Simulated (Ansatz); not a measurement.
# Effect of pressure 0.3 GPa on BaTiO3

Start from BaTiO3 (space group R3m, No. 160; a = 5.635 Å, c = 6.926 Å (hexagonal axes)).

It is then changed as follows: cell and atoms relaxed at a pressure of 0.3 GPa.

All numbers come from PBEsol in Ansatz (plane waves to 420 eV, PAW, without spin-orbit coupling), earlier PAW set. k-mesh 8×8×8 (Γ-centred); smearing 0.05 eV (Fermi–Dirac).

| quantity | base | changed | shift |
|---|---|---|---|
| volume per atom | 12.70 Å³ | 12.67 Å³ | -0.03 Å³ |
| density | 6.10 g/cm³ | 6.11 g/cm³ | +0.015 g/cm³ |
| lattice parameter a | 5.635 Å | 5.631 Å | -0.004 Å |
| shortest interatomic distance | 1.882 Å | 1.883 Å | +0.001 Å |
| enthalpy H = E + PV relative to the base's energy | – | +0.02 eV/atom | – |
| band gap | 2.32 eV | 2.30 eV | -0.02 eV |
| gap character | indirect, T → Γ | indirect, T → Γ | – |
| width of the top valence band | 0.98 eV | 0.98 eV | 0.00 eV |
| hole mass | 2.3 mₑ along k, 1.2 mₑ across (at T) | 2.3 mₑ along k, 1.2 mₑ across (at T) | – |

Final structure:

```
BaTiO3
1.0
    2.81546     1.62551     2.30647
   -2.81546     1.62551     2.30647
    0.00000    -3.25102     2.30647
Ba Ti O
1 1 3
Cartesian
  0.00000   0.00000   0.00189
  0.00000   0.00000   3.53636
 -1.39081   0.80299   4.52007
  0.00000  -1.60597   4.52007
  1.39081   0.80299   4.52007
```

Load acts through the strain it causes; cell and atoms are relaxed under it. Effective masses come from finite differences of ±0.01 Å⁻¹. Along k means along the line from Γ to the band edge. Whether these cells are dynamically stable was not tested. The final runs are not spin-polarised. This is not the structure that BaTiO3 has at room temperature and ambient pressure.

Ansatz is a quantum-chemistry and plane-wave program.
